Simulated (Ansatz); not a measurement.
**Worked sum: formation energy of ZrN (rock salt, Fm-3m) from the elements**

We look at the formation energy of ZrN (rock salt, Fm-3m) from the elements. Reaction: Zr (hcp) + 1/2 N2 (gas) → ZrN (rock salt). Negative: the products are lower in energy. The value is per atom of the solid.

ZrN (rock salt, Fm-3m), 2 atoms in the cell; metallic (partly filled levels) with PBE. Conventional cell: a = b = c = 4.5942 Å, α = β = γ = 90.00°.

Method: Ansatz (a first-principles code), PAW, neutral cells at 0 K with nuclei at rest, on structures from PBE. Ansatz runs with its default PAW set. Other levels take these structures. The lattices are those relaxed with PBE, so at other levels the solids can be strained.

Total energies of the cells in eV, at zero smearing width. They compare only within one column; the weights balance every element.

| cell | atoms | weight | PBE+D3(BJ) |
|---|---|---|---|
| ZrN (rock salt) | 2 | +2 | -4572.16497 |
| Zr (hcp) | 2 | −1 | -8368.72189 |
| N2 (gas) | 2 | −1 | -768.03814 |

PBE+D3(BJ): 2 × (-4572.16497) − (-8368.72189) − (-768.03814) = -7.570 eV; dividing by 4 atoms gives -1.89 eV/atom.

What follows from the PBE+D3(BJ) value: A formula unit of ZrN has 2 atoms, so it forms with -1.8925 × 2 = -3.785 eV, or -365.2 kJ/mol at 96.485 kJ/mol per eV.
